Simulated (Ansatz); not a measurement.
The reference is Sn in the diamond structure (space group Fd-3m, No. 227; a = 6.474 Å; relaxed with 0.1 eV smearing). Axes: x, y, z lie along the cube axes.

Calculations: LDA (Ansatz, a first-principles code; PAW; 420 eV plane waves; no spin-orbit coupling).

For the base:

| Item | Value |
|---|---|
| Shortest interatomic distance | 2.804 Å |
| Band gap | zero |

One thing is altered: the cell is compressed by 1.50 % along z with no lateral relaxation; the atoms relax in the strained cell.

Predict the new stress.

The stress (xx, yy, zz, yz, xz, xy; compression positive) amounts to (0.5, 0.5, 1.0, 0.0, 0.0, 0.0) GPa.

What happens to the shortest interatomic distance?

The shortest interatomic distance drops by 0.014 Å, from 2.804 Å to 2.790 Å.

What does the calculation give for the energy relative to the base after the change?

The energy increases by 1.6 meV/atom.

How does this affect the band gap?

The band gap is still zero.

No phonon test of stability was made.
